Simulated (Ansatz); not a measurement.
Results of r²SCAN (Ansatz, a quantum-chemistry and plane-wave program, PAW) for AlSi2N (model structure, started from the BC2N type, R3m, No. 160, 4 atoms in the cell).

Input file:

Ansatz 0.2 input:
```yaml
crystal:
  lattice:
    - [1.4071689337, 0.812429593, 7.5859736629]
    - [-1.4071689337, 0.812429593, 7.5859736629]
    - [0.0, -1.6248584949, 7.5859737369]
  atoms:
    - { symbol: Al, position: [-0.0335071947, -0.0335071947, -0.0335071947] }
    - { symbol: N, position: [0.8735307366, 0.8735307366, 0.8735307366] }
    - { symbol: Si, position: [0.5064705494, 0.5064705494, 0.5064705494] }
    - { symbol: Si, position: [0.4034729087, 0.4034729087, 0.4034729087] }
basis:
  ecutwfc: 560
  ecutrho_ratio: 4
  xc_grid: 3
kpoints:
  mp_grid: { grid: [22, 22, 22] }
hamiltonian:
  xc: r2scan
  dispersion: none
  pseudopotentials: { kind: paw }
scf:
  occupations: { method: fermi_dirac, width: 0.05 }
  convergence: { dr2_threshold: 0.0000000004 }
output:
  forces: true
  stress: true
  eigenvalues: true
```

The run printed, among other lines:

```
Crystal: 4 atoms, lattice volume = 52.035 Å³
Basis set: ecut = 560 eV, 1595 PW (Γ), FFT grids on a1−a3, a2−a3, a3, exchange–correlation on 72×72×180 points (27 copies of the dense FFT grid, shifted against one another)
Bands: 12, of which v1, the nominal top of the filled ones, is band 8 counted from 1 (7 counted from 0)
Symmetry: 6 space group operations
Space group: R3m (ITA 160), of the structure as read, at distance tolerance 3.7e-5 Å
k-points: 1024 of 10648 (time reversal used)
Functional: x = r2scan, c = r2scan; τ floored in thin density (d = 2e-4 eV/Å³)
SCF iter   1: F=—  HF=-2203.958833 eV  |F-HF|=—  |Δ(HF+E_count)|=         —  Δρ=9.35e-3  dr2=2.10e-1  dr2_τ=1.82e-1
SCF iter   2: F=—  HF=-2204.040909 eV  |F-HF|=—  |Δ(HF+E_count)|=   8.21e-2  Δρ=6.22e-3  dr2=7.14e-2  dr2_τ=1.97e-4
  ...
SCF iter  10: F=—  HF=-2204.032378 eV  |F-HF|=—  |Δ(HF+E_count)|=   3.04e-8  Δρ=1.72e-6  dr2=3.39e-9  dr2_τ=7.51e-11
SCF iter  11: F=-2204.032378 eV  HF=-2204.032378 eV  |F-HF|=1.47e-10  |Δ(HF+E_count)|=   1.67e-9  Δρ=5.44e-7  dr2=1.23e-10  dr2_τ=7.10e-12
SCF 1 converged in 11 iterations: F = -2204.032378 eV  dr2 = 1.23e-10
SCF converged after 11 iterations
Free energy (F): -2204.032378 eV
Internal energy: -2204.024179 eV  (E = F + TS)
E sigma→0 (E₀):  -2204.028278 eV
Fermi energy:    10.274775 eV
--- Forces (eV/Å), atoms counted from 1 ---
  atom   1  Al    -0.00000000     0.00000000     0.07105589
  atom   2  N      0.00000000    -0.00000001    -0.39120008
  atom   3  Si    -0.00000000     0.00000001     0.25006664
  atom   4  Si     0.00000000     0.00000000     0.06901308
--- Stress (GPa, compression-positive) ---
        0.199019      -0.000000      -0.000000
       -0.000000       0.199019      -0.000000
       -0.000000      -0.000000      -0.526370
  P = ⅓ Tr σ = -0.0428 GPa (-0.428 kbar)
```

The PAW data were made under PBE.

Note: the relaxation could raise the start's symmetry but not lower it, so the cell can be a saddle point. Note: cell and atoms aren't relaxed at this level (largest force component 0.39 eV/Å).

A model structure was made by putting elements into a prototype or built by hand; it is no filed structure, need not be a known phase, and can be a saddle point held by its symmetry.
